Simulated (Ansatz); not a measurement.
Hypothetical CdI2 type CeO2: pressure series

Start from CeO2 in the CdI2 type structure (space group P-3m1, No. 164; a hypothetical phase, not in the database extracts checked).

CeO₂ has the trigonal space group P-3m1 (No. 164), the CdI2 type structure, Pearson symbol hP3. Cell: a = 3.6017 Å, b = 3.6017 Å, c = 4.5230 Å, α = 90.00°, β = 90.00°, γ = 120.00°. Ce on 1a is coordinated by 6 O at 2.268 Å (octahedral). O on 2d has 3 Ce at 2.268 Å (trigonal pyramidal). (Neighbours: up to the widest gap in distance over summed covalent radii, below 1.35, at either atom; cation-cation and far metal-metal contacts left out.)

Cell and atoms are relaxed at each pressure.

All numbers come from plane-wave PAW DFT at the PBE-D3(BJ) level (Ansatz, a quantum-chemistry and plane-wave program, 420 eV), without spin-orbit coupling, earlier PAW set.

Candidates:
(a) pressure 0.3 GPa
(b) pressure 5 GPa
(c) pressure 1.5 GPa

Before the change:

- Band gap = 2.23 eV

**Question.** Order them by band gap, lowest first.

**Answer.** (b) pressure 5 GPa (2.07 eV), (c) pressure 1.5 GPa (2.16 eV), (a) pressure 0.3 GPa (2.21 eV)

Load acts through the strain it causes; cell and atoms are relaxed under it. Whether these cells are dynamically stable was not tested. No other phases were tried under pressure. Seeded moments were not kept for the base. All final runs are without spin polarisation.
